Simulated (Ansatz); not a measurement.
We consider GaAlAs2 (R3m, No. 160, 4 atoms in the cell; start mp-1228891), described by PBE0 (Ansatz, an electronic-structure program, PAW).

Numerical settings: plane-wave cutoff 460 eV, 8×8×8 k mesh, Fermi–Dirac smearing 0.01 eV, scalar-relativistic PAW data made under PBE.

Cell (relaxed with PBEsol):

```
AlGaAs2
1.0
    2.00410     1.15707     6.54416
   -2.00410     1.15707     6.54416
    0.00000    -2.31414     6.54416
Al Ga As
1 1 2
Direct
  0.99976   0.99976   0.99976
  0.50016   0.50016   0.50016
  0.12498   0.12498   0.12498
  0.62512   0.62512   0.62512
```

Question: Predict the band gap.

Answer: 
band gap: 2.31 eV (on the SCF k mesh) (direct)

Note: cell and atoms aren't relaxed at this level (largest force component 0.04 eV/Å, pressure 0.4 GPa).

Spin–orbit coupling is not included.

Computing time: about 12 core-minutes (a rough figure).

A start named mp-… is a Materials Project structure, which need not be a measured phase.
